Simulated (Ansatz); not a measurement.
End structure of the (100) surface of fcc Pb in its 1x1 cell, outermost plane spacing 2.52 Å in the ideal cut:

```yaml
crystal:
  lattice:
    - [3.56286, 0.00000, 0.00000]
    - [0.00000, 3.56286, 0.00000]
    - [0.00000, 0.00000, 26.50000]
  atoms:
    - { symbol: Pb, position: [0.50000, 0.50000, 0.31280] }
    - { symbol: Pb, position: [0.00000, 0.00000, 0.40219] }
    - { symbol: Pb, position: [0.50000, 0.50000, 0.50000] }
    - { symbol: Pb, position: [0.00000, 0.00000, 0.59781] }
    - { symbol: Pb, position: [0.50000, 0.50000, 0.68720] }
```

Model: 5-atom slab, 10.1 Å thick at the start (thin: gaps and levels are the slab's own), 11x11x1 mesh, Fermi-Dirac 0.1 eV, dipole correction, single point; on the structure that PBE left under its start's symmetry; no spin, no spin-orbit, no U.

**Question.** What surface energy (mean of both faces) does r2SCAN, at the PBE geometry run with Ansatz (an electronic-structure program) give?

**Answer.** 0.38 J/m^2

**Question.** Predict the work function of the top face from r2SCAN, at the PBE geometry.

**Answer.** 3.79 eV
